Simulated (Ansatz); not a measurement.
# TiC: response to strain

The parent structure is TiC in the rock salt structure (space group Fm-3m, No. 225; a = 4.329 Å; relaxed with 0.1 eV smearing). Axes: x, y, z lie along the cube axes.

Strains are applied to the cell and any free atomic positions relax; under biaxial strain the out-of-plane vector relaxes too; under stress the whole cell relaxes.

Method: Ansatz (a first-principles code), r2SCAN, PAW, cutoff 500 eV, no SOC, earlier PAW set.

Candidates:
(a) uniaxial strain ε_yy = −3.76 %
(b) biaxial strain −0.84 %, plane normal [001], relaxed out of plane
(c) uniaxial stress, 2 GPa compression along x
(d) isotropic strain −2.38 %
(e) uniaxial strain ε_zz = +4.70 %

Notes on the quantities. energy relative to the base: free energy F.

### Question
Order them by energy relative to the base, lowest first.

### Answer
(c) uniaxial stress, 2 GPa compression along x (+0.3 meV/atom), (b) biaxial strain −0.84 %, plane normal [001], relaxed out of plane (+2.7 meV/atom), (a) uniaxial strain ε_yy = −3.76 % (+27 meV/atom), (e) uniaxial strain ε_zz = +4.70 % (+31 meV/atom), (d) isotropic strain −2.38 % (+45 meV/atom)

Beyond what the load breaks, stability against distortions was not tested. The final runs are not spin-polarised.
